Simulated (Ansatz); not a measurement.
The starting structures come from a database of crystals and need not be the phases stable at ambient conditions.

Tunnelling through a barrier is set by its complex band structure: the current falls as exp(−2κd) with the smallest κ.

Given:

```xyz
18
Lattice="6.6531 0.0000 0.0000 -1.6365 6.4521 0.0000 0.0000 0.0000 12.7485" Properties=species:S:1:pos:R:3 pbc="T T T"
Ba     2.9573     5.2933     9.8546
Ba     0.4490     2.0672     2.8939
Ba    -0.6948     2.9150    11.6725
Ba     1.8135     6.1411     1.0760
Ba     1.9680     1.6130     7.3584
Ba     4.4763     4.8390     5.3900
As     5.2800     1.0252     7.3622
As     1.1352     4.2513     5.3862
As     4.6197     1.3620     5.0089
As     0.4749     4.5881     7.7396
As     5.1126     3.2512     8.3362
As     2.6043     0.0252     4.4122
As     4.9749     6.3856     0.1657
As     2.4666     3.1596    12.5827
As     3.6986     2.9976     1.9212
As    -0.4462     6.2237    10.8273
As    -1.2033     4.8410     1.9722
As     2.9415     1.6149    10.7763
```

Space group of this cell: Pc. The cell is taken as given.

Transport runs along the normal of the first two printed cell vectors.

The gap is the functional's own. No spin-orbit coupling. Mid-gap values are interpolated on the energy grid.

Q: Predict the band gap and the smallest decay constant κ at mid-gap from r2SCAN run with Ansatz (a first-principles code).

A: Gap 0.60 eV on a 6×6×4 mesh; κ = 0.143 1/Å, at the zone centre.
